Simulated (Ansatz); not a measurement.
Response to strain in Cu

The parent structure is Cu in the fcc (Cu type) structure (space group Fm-3m, No. 225; a = 3.579 Å; relaxed with 0.1 eV smearing). Axes: x, y, z lie along the cube axes.

Strains are applied to the cell and any free atomic positions relax; under biaxial strain the out-of-plane vector relaxes too; under stress the whole cell relaxes.

All numbers come from Ansatz (an electronic-structure program), r2SCAN, PAW, cutoff 500 eV, no SOC, earlier PAW set.

Notes on the quantities. energy relative to the base: free energy F; pressure: mean of the normal stresses, compression positive.

| variant | energy relative to the base | volume per atom | space group | pressure |
|---|---|---|---|---|
| base | 0 meV/atom | 11.46 Å³ | Fm-3m (No. 225) | 0.0 GPa |
| biaxial strain −0.50 %, plane normal [001], relaxed out of plane | +0.3 meV/atom | 11.43 Å³ | I4/mmm (No. 139) | 0.5 GPa |
| biaxial strain +4.40 %, plane normal [110], relaxed out of plane | ___ | ___ | Immm (No. 71) | ___ |
| isotropic strain +2.57 % | +31 meV/atom | 12.37 Å³ | Fm-3m (No. 225) | -10.2 GPa |
| uniaxial strain ε_zz = −0.95 % | +0.7 meV/atom | 11.35 Å³ | I4/mmm (No. 139) | 1.6 GPa |
| uniaxial stress, 2 GPa compression along z | +2.2 meV/atom | 11.42 Å³ | I4/mmm (No. 139) | – |

Q: Some entries are withheld; estimate them.

A: 
- biaxial strain +4.40 %, plane normal [110], relaxed out of plane, energy relative to the base: +36 meV/atom
- biaxial strain +4.40 %, plane normal [110], relaxed out of plane, volume per atom: 12.13 Å³
- biaxial strain +4.40 %, plane normal [110], relaxed out of plane, pressure: -7.2 GPa

A biaxial case was relaxed in a doubled cell and then solved in the primitive one. Stability under load was not tested beyond the relaxation. The final runs are not spin-polarised.
